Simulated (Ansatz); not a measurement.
# SiC (space group Pm-3n, No. 223; a hypothetical phase, not in the database extracts checked)

```cif
data_C6Si6
_chemical_formula_sum 'Si6 C6'
_space_group_name_H-M_alt 'P 1'
_space_group_IT_number 1
_cell_length_a 5.35738
_cell_length_b 5.35738
_cell_length_c 5.35738
_cell_angle_alpha 90.000
_cell_angle_beta 90.000
_cell_angle_gamma 90.000
loop_
_space_group_symop_operation_xyz
  'x, y, z'
loop_
_atom_site_label
_atom_site_type_symbol
_atom_site_fract_x
_atom_site_fract_y
_atom_site_fract_z
_atom_site_occupancy
Si1 Si 0.25000 0.00000 0.50000 1
Si2 Si 0.50000 0.25000 0.00000 1
Si3 Si 0.50000 0.75000 0.00000 1
Si4 Si 0.75000 0.00000 0.50000 1
Si5 Si 0.00000 0.50000 0.75000 1
Si6 Si 0.00000 0.50000 0.25000 1
C1 C 0.25000 0.50000 0.00000 1
C2 C 0.00000 0.25000 0.50000 1
C3 C 0.00000 0.75000 0.50000 1
C4 C 0.75000 0.50000 0.00000 1
C5 C 0.50000 0.00000 0.75000 1
C6 C 0.50000 0.00000 0.25000 1
```

Method: Kohn–Sham DFT with the PBE functional, run in Ansatz (an electronic-structure program) with PAW and 420 eV plane waves, spin-orbit coupling left out. k-mesh 5×5×5 (Γ-centred); smearing 0.05 eV (Fermi–Dirac).

```yaml
volume_per_atom: 12.81 Å³
density: 2.60 g/cm³
band_gap: 1.88 eV, indirect, Γ → Γ–X (75 % along)
electron_mass: 0.51 mₑ along k, 0.35 mₑ across
Lowest conduction-band minima above the VBM: a point along ⟨100⟩, about 0.4 Å⁻¹ from Γ 1.88 eV; a point along ⟨110⟩, about 0.2 Å⁻¹ from Γ 2.51 eV; a point along ⟨111⟩, about 0.2 Å⁻¹ from Γ 2.57 eV
total_energy: -443.357 eV/atom (σ→0; compares only within this code and set-up)
```

Effective masses come from finite differences of ±0.01 Å⁻¹. Along k means along the line from Γ to the band edge. Stability against distortions was not tested.
